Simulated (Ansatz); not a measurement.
# A series of runs on NiOs2 (Fd-3m, 6 atoms in the cell)

```cif
data_Ni2Os4
_chemical_formula_sum 'Os4 Ni2'
_space_group_name_H-M_alt 'P 1'
_space_group_IT_number 1
_cell_length_a 5.28773
_cell_length_b 5.28773
_cell_length_c 5.28773
_cell_angle_alpha 60.000
_cell_angle_beta 60.000
_cell_angle_gamma 60.000
loop_
_space_group_symop_operation_xyz
  'x, y, z'
loop_
_atom_site_label
_atom_site_type_symbol
_atom_site_fract_x
_atom_site_fract_y
_atom_site_fract_z
_atom_site_occupancy
Os1 Os 0.12500 0.12500 0.12500 1
Os2 Os 0.62500 0.12500 0.12500 1
Os3 Os 0.12500 0.62500 0.12500 1
Os4 Os 0.12500 0.12500 0.62500 1
Ni1 Ni 0.75000 0.75000 0.75000 1
Ni2 Ni 0.50000 0.50000 0.50000 1
```
Moments meant for the start (each program seeds them in its own way; μB, in the order of the atoms Os Os Os Os Ni Ni): 0.0 0.0 0.0 0.0 2.0 2.0.

Base run A: PBE, harder PAW files (source: ansatz) (Ansatz, a quantum-chemistry and plane-wave program), self-consistent single point.

Its settings: basis.ecutwfc = 920 eV; kpoints.mp_grid.grid = 5 5 5; hamiltonian.xc = pbe; hamiltonian.pseudopotentials = {kind: paw, source: ansatz}; magnetization.spin_polarized = true; scf.occupations.method = cold; scf.occupations.width = 0.136 eV.

The starting cell was generated: these elements placed on a structure prototype, without a prior relaxation; it need not be a known phase or ordering of this composition. The magnetic order is the one reached from the typed start; others were not searched systematically. In the base run, with a pressure of about -23 GPa the cell is away from its equilibrium volume at this level. Ansatz's pressure includes its estimate of the finite-basis (Pulay) stress.

ΔF is the free energy per atom less that of run A. 

The first pressure column holds Ansatz's estimate of the finite-basis (Pulay) stress, which hides part of the cutoff error; the other is without it.

In some runs the Pulay estimate is large (up to 18 GPa), a sign of a cutoff far from converged.

Run A gave: pressure (GPa) -23.42; size of the net moment (μB/atom) 0.53; pressure at a fixed set of plane waves (GPa) -23.43.

Runs:
- B: lattice scaled by 0.97
- C: lattice scaled by 0.97; basis.ecutwfc: 920 eV → 550 eV
- D: lattice scaled by 0.985
- E: lattice scaled by 0.985; basis.ecutwfc: 920 eV → 550 eV
- F: lattice scaled by 1.015
- G: lattice scaled by 1.015; basis.ecutwfc: 920 eV → 550 eV
- H: lattice scaled by 1.03
- I: lattice scaled by 1.03; basis.ecutwfc: 920 eV → 550 eV
- J: basis.ecutwfc: 920 eV → 550 eV

Question: What does run J change against A?

Answer: The free energy goes up by 236 meV/atom, the pressure goes from -23.42 to -23.32 GPa and the size of the net moment stays at 0.53 μB/atom.

Question: What does run B change against A?

Answer: The free energy drops by 161 meV/atom, the pressure goes from -23.42 to -9.13 GPa and the size of the net moment goes from 0.53 to 0.32 μB/atom.

```json
[
 {"run": "A", "ΔF (meV/atom)": "0.00", "pressure (GPa)": "-23.42", "size of the net moment (μB/atom)": "0.53", "pressure at a fixed set of plane waves (GPa)": "-23.43"},
 {"run": "B", "ΔF (meV/atom)": "-161.5", "pressure (GPa)": "-9.13", "size of the net moment (μB/atom)": "0.32", "pressure at a fixed set of plane waves (GPa)": "-9.14"},
 {"run": "C", "ΔF (meV/atom)": "78.8", "pressure (GPa)": "-9.05", "size of the net moment (μB/atom)": "0.33", "pressure at a fixed set of plane waves (GPa)": "-26.84"},
 {"run": "D", "ΔF (meV/atom)": "-98.8", "pressure (GPa)": "-17.26", "size of the net moment (μB/atom)": "0.43", "pressure at a fixed set of plane waves (GPa)": "-17.27"},
 {"run": "E", "ΔF (meV/atom)": "138.2", "pressure (GPa)": "-17.12", "size of the net moment (μB/atom)": "0.43", "pressure at a fixed set of plane waves (GPa)": "-33.97"},
 {"run": "F", "ΔF (meV/atom)": "128.6", "pressure (GPa)": "-28.09", "size of the net moment (μB/atom)": "0.60", "pressure at a fixed set of plane waves (GPa)": "-28.09"},
 {"run": "G", "ΔF (meV/atom)": "364.5", "pressure (GPa)": "-28.04", "size of the net moment (μB/atom)": "0.60", "pressure at a fixed set of plane waves (GPa)": "-43.34"},
 {"run": "H", "ΔF (meV/atom)": "281.5", "pressure (GPa)": "-31.50", "size of the net moment (μB/atom)": "0.67", "pressure at a fixed set of plane waves (GPa)": "-31.51"},
 {"run": "I", "ΔF (meV/atom)": "517.6", "pressure (GPa)": "-31.50", "size of the net moment (μB/atom)": "0.67", "pressure at a fixed set of plane waves (GPa)": "-46.12"},
 {"run": "J", "ΔF (meV/atom)": "235.6", "pressure (GPa)": "-23.32", "size of the net moment (μB/atom)": "0.53", "pressure at a fixed set of plane waves (GPa)": "-39.34"}
]
```

Keys are those of Ansatz 0.2.
